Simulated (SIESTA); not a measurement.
Input and output of a self-consistent single point for BaGa₂H₂ (P3m1, 5 atoms in the cell) (SIESTA)

Method: LDA PW92, numerical atomic orbitals TZP, PseudoDojo LDA standard norm-conserving potentials (rewritten from UPF to PSML) run with SIESTA.

The input file:

```
# files in the folder: Ba.psml Ga.psml H.psml (PseudoDojo LDA standard)
SystemName  Ba(GaH)2
SystemLabel Ba(GaH)2

NumberOfAtoms                5
NumberOfSpecies              3
%block ChemicalSpeciesLabel
  1 56 Ba
  2 31 Ga
  3 1 H
%endblock ChemicalSpeciesLabel
LatticeConstant              4.512611 Ang
%block LatticeVectors
     1.000000000    0.000000000    0.000000000
    -0.500000111    0.866025678    0.000000000
     0.000000000    0.000000000    1.100336147
%endblock LatticeVectors
AtomicCoordinatesFormat      Ang
%block AtomicCoordinatesAndAtomicSpecies
     0.000000000    0.000000000    0.050001467  1
    -0.000002590    2.605359303    2.327923325  2
     2.256307590    1.302677697    2.637465675  2
    -0.000002590    2.605359303    0.659949852  3
     2.256307590    1.302677697    4.305439148  3
%endblock AtomicCoordinatesAndAtomicSpecies

XC.functional                LDA
XC.authors                   PW92
PAO.BasisSize                TZP
PAO.EnergyShift              0.005 Ry
MeshCutoff                   300 Ry
%block kgrid.MonkhorstPack
    4   0   0  0.0
    0   4   0  0.0
    0   0   3  0.0
%endblock kgrid.MonkhorstPack
OccupationFunction           FD
ElectronicTemperature        100.0 meV

MaxSCFIterations             150
SCF.Mixer.Method             Broyden
SCF.Mixer.Weight             0.1
SCF.Mixer.History            8
SCF.DM.Tolerance             1.0E-05
Diag.ParallelOverK           true
WriteForces                  true
```

Output, abridged:

```
reinit: Reading from file input.fdf

reinit: System Name: Ba(GaH)2
reinit: System Label: Ba(GaH)2

coor:   Atomic-coordinates input format  =     Cartesian coordinates
coor:                                          (in Angstroms)

siesta: Atomic coordinates (Bohr) and species
siesta:      0.00000   0.00000   0.09449  1        1
siesta:     -0.00000   4.92342   4.39914  2        2
siesta:      4.26380   2.46170   4.98409  2        3
siesta:     -0.00000   4.92342   1.24712  3        4
siesta:      4.26380   2.46170   8.13610  3        5

siesta: System type = bulk

initatomlists: Number of atoms, orbitals, and projectors:      5    66    64

siesta: ******************** Simulation parameters ****************************
redata: Spin configuration                          = none
redata: Time-Reversal Symmetry                      = T
redata: Number of Atomic Species                    =        3
redata: Mesh Cutoff                                 =   300.0000 Ry
redata: Net charge of the system                    =     0.0000 |e|
redata: Min. number of SCF Iter                     =        0
redata: Max. number of SCF Iter                     =      150
redata: SCF convergence failure will abort job
redata: SCF mix quantity                            = Hamiltonian
redata: Mix DM or H after convergence               =   F
redata: Recompute H after scf cycle                 =   F
redata: Mix DM in first SCF step                    =   T
redata: No kicks to SCF
redata: DM Mixing Weight for Kicks                  =     0.5000
redata: Require Harris convergence for SCF          =   F
redata: Harris energy tolerance for SCF             =     0.000100 eV
redata: Require DM convergence for SCF              =   T
redata: DM tolerance for SCF                        =     0.000010
redata: Require EDM convergence for SCF             =   F
redata: EDM tolerance for SCF                       =     0.001000 eV
redata: Require H convergence for SCF               =   T
redata: Hamiltonian tolerance for SCF               =     0.001000 eV
redata: Require (free) Energy convergence for SCF   =   F
redata: (free) Energy tolerance for SCF             =     0.000100 eV
redata: Using DFT-D3 dispersion                     =   F
redata: Using Saved Data (generic)                  =   F
redata: Method of Calculation                       = Diagonalization
redata: Electronic Temperature                      =  1160.4518 K
redata: Number of TDED substeps                     =        3
redata: Dynamics option                             = Single-point calculation
redata: Save all siesta data in one NC              =   F
redata: ***********************************************************************

%block SCF.Mixers
  Broyden
%endblock SCF.Mixers

%block SCF.Mixer.Broyden
  # Mixing method
  method broyden

  # Mixing options
  weight 0.1000
  weight.linear 0.1000
  weight.prime 0.1000
  history 8
%endblock SCF.Mixer.Broyden

DM_history_depth set to one: no extrapolation allowed by default for geometry relaxation
Size of DM history Fstack: 1
Total number of electrons:    38.000000
Total ionic charge:    38.000000

* ProcessorY, Blocksize:    1  64

* Orbital distribution balance (max,min):    66    66

k-point displ. along   1 input, could be:     0.00    0.50
k-point displ. along   2 input, could be:     0.00    0.50
 Kpoints in:           32 . Kpoints trimmed:           28

siesta: k-grid: Number of k-points = 28
siesta: k-points from Monkhorst-Pack grid
siesta: k-cutoff (effective) =     7.448 Ang
siesta: k-point supercell and displacements
siesta: k-grid:     4     0     0      0.000
siesta: k-grid:     0     4     0      0.000
siesta: k-grid:     0     0     3      0.000

diag: Algorithm                                     = D&C
diag: Parallel over k                               =   F
diag: Use parallel 2D distribution                  =   F
diag: Parallel block-size                           = 64
diag: Parallel distribution                         =     1 x     1
diag: Used triangular part                          = Lower
diag: Absolute tolerance                            =  0.100E-15
diag: Orthogonalization factor                      =  0.100E-05
diag: Memory factor                                 =  1.0000

superc: Internal auxiliary supercell:     7 x     7 x     5  =     245
superc: Number of atoms, orbitals, and projectors:   1225  16170  15680

                        Single-point calculation

superc: Internal auxiliary supercell:     7 x     7 x     5  =     245
superc: Number of atoms, orbitals, and projectors:   1225  16170  15680

outcell: Unit cell vectors (Ang):
        4.512611    0.000000    0.000000
       -2.256306    3.908037    0.000000
        0.000000    0.000000    4.965389

outcell: Cell vector modules (Ang)   :    4.512611    4.512612    4.965389
outcell: Cell angles (23,13,12) (deg):     90.0000     90.0000    120.0000
outcell: Cell volume (Ang**3)        :     87.5669
new_DM -- step:     1
Initializing Density Matrix...

Attempting to read DM from file... Failed...
DM filled with atomic data:

InitMesh: MESH = 48 x 48 x 54 = 124416
InitMesh: Mesh cutoff (required, used) =   300.000   326.876 Ry

stepf: Fermi-Dirac step function

        iscf     Eharris(eV)        E_KS(eV)     FreeEng(eV)     dDmax    Ef(eV) dHmax(eV)
   scf:    1    -4939.939470    -4950.440107    -4950.462863  2.282809 -5.070148  3.107076
   scf:    2    -4950.816809    -4950.631868    -4950.654950  0.071099 -5.066564  2.569486
   scf:    3    -4951.363653    -4951.070788    -4951.095913  0.428204 -5.041094  0.469251
   scf:    4    -4951.091174    -4951.081895    -4951.108278  0.099480 -4.986582  0.144603
   scf:    5    -4951.084466    -4951.083446    -4951.110409  0.042729 -4.958142  0.120072
   scf:    6    -4951.084088    -4951.083812    -4951.110784  0.019212 -4.955297  0.004675
   [... 8 lines left out ...]
   scf:   15    -4951.083773    -4951.083773    -4951.110790  0.000016 -4.954213  0.000316
   scf:   16    -4951.083773    -4951.083773    -4951.110790  0.000014 -4.954209  0.000288
   scf:   17    -4951.083773    -4951.083773    -4951.110790  0.000012 -4.954206  0.000261
   scf:   18    -4951.083773    -4951.083773    -4951.110790  0.000010 -4.954203  0.000237
   scf:   19    -4951.083773    -4951.083773    -4951.110790  0.000008 -4.954200  0.000213

SCF Convergence by DM+H criterion
max |DM_out - DM_in|         :     0.0000084421
max |H_out - H_in|      (eV) :     0.0002133268
SCF cycle converged after 19 iterations

Using DM_out to compute the final energy and forces

siesta: E_KS(eV) =            -4951.0838

siesta: E_KS - E_eggbox =     -4951.0838

siesta: Atomic forces (eV/Ang):
     1   -0.000000    0.000000   -0.177278
     2    0.000017   -0.000009    0.370118
     3   -0.000017    0.000009   -0.187978
     4    0.000005   -0.000003   -0.120631
     5   -0.000005    0.000003    0.115789
   Tot    0.000000   -0.000000    0.000020
   Max    0.370118
   Res    0.124287    sqrt( Sum f_i^2 / 3N )
   Max    0.370118    constrained

Stress tensor Voigt[x,y,z,yz,xz,xy] (kbar):       16.34       16.34       15.49        0.00       -0.00       -0.00
(Free)E + p*V (eV/cell)    -4951.9883
Target enthalpy (eV/cell)    -4951.1108

siesta: Program's energy decomposition (eV):
siesta: Ebs     =      -677.392511
siesta: Eions   =      5822.663770
siesta: Ena     =       525.216522
siesta: Ekin    =      3596.350142
siesta: Enl     =     -1954.419283
siesta: Eso     =         0.000000
siesta: Edftu   =         0.000000
siesta: DEna    =        19.183200
siesta: DUscf   =         1.425645
siesta: DUext   =         0.000000
siesta: Ex      =     -1208.712382
siesta: Ec      =      -107.463847
siesta: Exc     =     -1316.176229
siesta: Eharris =     -4951.083773
siesta: Etot    =     -4951.083773
siesta: FreeEng =     -4951.110790

siesta: Atomic forces (eV/Ang):
siesta:      1   -0.000000    0.000000   -0.177278
siesta:      2    0.000017   -0.000009    0.370118
siesta:      3   -0.000017    0.000009   -0.187978
siesta:      4    0.000005   -0.000003   -0.120631
siesta:      5   -0.000005    0.000003    0.115789
siesta: ----------------------------------------
siesta:    Tot    0.000000   -0.000000    0.000020

siesta: Stress tensor (static) (eV/Ang**3):
siesta:     0.010198   -0.000000   -0.000000
siesta:    -0.000000    0.010198    0.000000
siesta:    -0.000000    0.000000    0.009665

siesta: Cell volume =         87.566873 Ang**3

siesta: Pressure (static):
siesta:                Solid            Molecule  Units
siesta:          -0.00010914         -0.00014130  Ry/Bohr**3
siesta:          -0.01002066         -0.01297369  eV/Ang**3
siesta:         -16.05487357        -20.78613591  kBar
```

The run converged in 19 iterations.

The starting cell comes from a database of computed structures (which also holds hypothetical and non-ambient phases and stackings), without a prior relaxation at this level. Its lattice was rescaled by up to half a per cent. One atom was moved a little off its site on purpose. Values carry the incompleteness of an atom-centred basis.

Cost on one core of a shared machine: roughly 90 s.
